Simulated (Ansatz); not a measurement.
The starting structures come from a database of crystals and need not be the phases stable at ambient conditions.

 Where the default PAW files enter, the runs use the earlier of Ansatz's two default sets.

Evanescent states of AlPO₄ (P3_121, not sure to be the ambient phase, 18 atoms a cell, 12.9 Å³ an atom, 4 GPa at this level) along the normal of (001)

All values below come from PBEsol (plane waves, PAW; Ansatz, a first-principles code).

No gap correction and no spin-orbit coupling; mid-gap values are interpolated between computed energies.

Energies count from the valence-band top; κ is the least over a 12×12 mesh across the current.

```json
[
 {"E (eV)": "0.14", "κ (1/Å)": "0.240", "where": "off Γ"},
 {"E (eV)": "0.41", "κ (1/Å)": "0.388", "where": "off Γ"},
 {"E (eV)": "0.68", "κ (1/Å)": "0.454", "where": "off Γ"},
 {"E (eV)": "0.94", "κ (1/Å)": "0.502", "where": "off Γ"},
 {"E (eV)": "1.22", "κ (1/Å)": "0.515", "where": "Γ"},
 {"E (eV)": "1.49", "κ (1/Å)": "(withheld)", "where": "Γ"},
 {"E (eV)": "1.75", "κ (1/Å)": "(withheld)", "where": "Γ"},
 {"E (eV)": "2.02", "κ (1/Å)": "(withheld)", "where": "Γ"},
 {"E (eV)": "2.29", "κ (1/Å)": "0.515", "where": "Γ"},
 {"E (eV)": "2.56", "κ (1/Å)": "(withheld)", "where": "Γ"},
 {"E (eV)": "2.83", "κ (1/Å)": "(withheld)", "where": "Γ"},
 {"E (eV)": "3.10", "κ (1/Å)": "(withheld)", "where": "Γ"},
 {"E (eV)": "3.38", "κ (1/Å)": "(withheld)", "where": "Γ"},
 {"E (eV)": "3.65", "κ (1/Å)": "(withheld)", "where": "Γ"},
 {"E (eV)": "3.92", "κ (1/Å)": "(withheld)", "where": "Γ"},
 {"E (eV)": "4.18", "κ (1/Å)": "(withheld)", "where": "Γ"},
 {"E (eV)": "4.46", "κ (1/Å)": "0.384", "where": "Γ"},
 {"E (eV)": "4.72", "κ (1/Å)": "0.350", "where": "Γ"},
 {"E (eV)": "5.00", "κ (1/Å)": "0.309", "where": "Γ"},
 {"E (eV)": "5.26", "κ (1/Å)": "0.257", "where": "Γ"},
 {"E (eV)": "5.54", "κ (1/Å)": "0.184", "where": "Γ"}
]
```

Problem. Complete the blanks.

Solution. 
- 1.49, κ (1/Å): 0.519
- 1.75, κ (1/Å): 0.520
- 2.02, κ (1/Å): 0.519
- 2.56, κ (1/Å): 0.509
- 2.83, κ (1/Å): 0.500
- 3.10, κ (1/Å): 0.488
- 3.38, κ (1/Å): 0.474
- 3.65, κ (1/Å): 0.457
- 3.92, κ (1/Å): 0.437
- 4.18, κ (1/Å): 0.413
